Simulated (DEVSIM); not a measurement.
Structure: p-channel Si fully depleted SOI MOSFET with HfO2, at 300 K.

```
Quantity                                                   Result
-----------------------  ----------------------------------------
Gate length                                                100 nm
Source drain length                                         80 nm
Dielectric thickness                                      11.8 nm
Lateral straggle                                           5.5 nm
Underlap                                                     0 nm
Body thickness                                            32.7 nm
Buried oxide                                               100 nm
Gate work function                                        4.67 eV
Source and drain doping  1e20 cm⁻³, Gaussian tails under the gate
Body doping                                             9e16 cm⁻³
Lifetime                                                   1e-8 s
Supply                                                        1 V
Back work function                                        4.46 eV
Back or body bias                                            -1 V
```

All mobilities are scaled by 0.5; velocity saturation, μ/(1 + (μE/vsat)^b)^(1/b) with b = 2 for electrons and 1 for holes and E the electric field along each mesh edge, is on. Mobility is constant in doping.

The device is made up for the run: typed textbook-type constants, with dimensions and the other settings drawn at random. Values at 300 K.

Si: gap (eV) 1.124, affinity (eV) 4.05, permittivity 11.7, Nc (cm⁻³) 2.86e19, Nv (cm⁻³) 3.1e19, μn (cm²/Vs) 1417, μp (cm²/Vs) 470, vsat,n (cm/s) 1e7, vsat,p (cm/s) 8.4e6. HfO2: gap (eV) 5.7, affinity (eV) 2.5, permittivity 22. SiO2: gap (eV) 9, affinity (eV) 0.9, permittivity 3.9.

Model (solved in DEVSIM): 2D drift-diffusion, Boltzmann statistics, complete ionisation; no quantum confinement, tunnelling, impact ionisation, self-heating, contact resistance or fringe fields beside the gate. Metal contacts follow the ideal Schottky-Mott rule: no Fermi-level pinning, no interface dipoles.

Transfer curves, |Id| in μA/μm:

| Vg (V) | Vd = -0.05 V | Vd = -1 V |
|---|---|---|
| 0.3 | 0.001080 | 0.9126 |
| 0.25 | 0.002278 | 1.541 |
| 0.2 | 0.004770 | 2.494 |
| 0.15 | 0.009904 | 3.867 |
| 0.1 | 0.02035 | 5.742 |
| 0.05 | 0.04130 | 8.177 |
| 0 | 0.08247 | 11.08 |
| -0.05 | 0.1609 | 14.49 |
| -0.1 | 0.3053 | 18.46 |
| -0.15 | 0.5612 | 23.05 |
| -0.2 | 0.9951 | 28.37 |
| -0.25 | 1.702 | 34.61 |
| -0.3 | 2.828 | 42.09 |
| -0.35 | 4.616 | 51.26 |
| -0.4 | 7.412 | 62.69 |
| -0.45 | 11.47 | 77.02 |
| -0.5 | 16.85 | 94.71 |
| -0.55 | 23.26 | 115.3 |
| -0.6 | 30.37 | 138.8 |
| -0.65 | 37.95 | 164.9 |
| -0.7 | 45.86 | 193.5 |
| -0.75 | 53.93 | 224.0 |
| -0.8 | 62.14 | 256.2 |
| -0.85 | 70.44 | 290.0 |
| -0.9 | 78.80 | 325.2 |
| -0.95 | 87.20 | 361.7 |
| -1 | 95.63 | 399.2 |

Task: Work out the subthreshold swing at low drain bias from the rows at 0.3 and 0.25 V, and compare it with the thermal limit.

Result: log10(0.002278/0.001080) = 0.324 over 50.0 mV, so S = 154 mV/decade. The limit kT/q ln 10 is 59.5 mV/decade; the ratio is 2.59. This is the steepest step of the table.

Task: Give the natural length λ = √(ε_body t_body t_ox / (ε_ox)) and the gate length in units of it.

Result: λ = 14.3 nm and L/λ = 7.0. The formula is that for thin layers, and L is the gate's length, not the shorter one between the doping tails.

Source and drain are degenerate, where Boltzmann statistics are only rough. The electric field that drives the saturation includes the junctions' built-in field, which lowers the mobility there even at small currents: subthreshold currents come out too low, a known weakness of this choice.
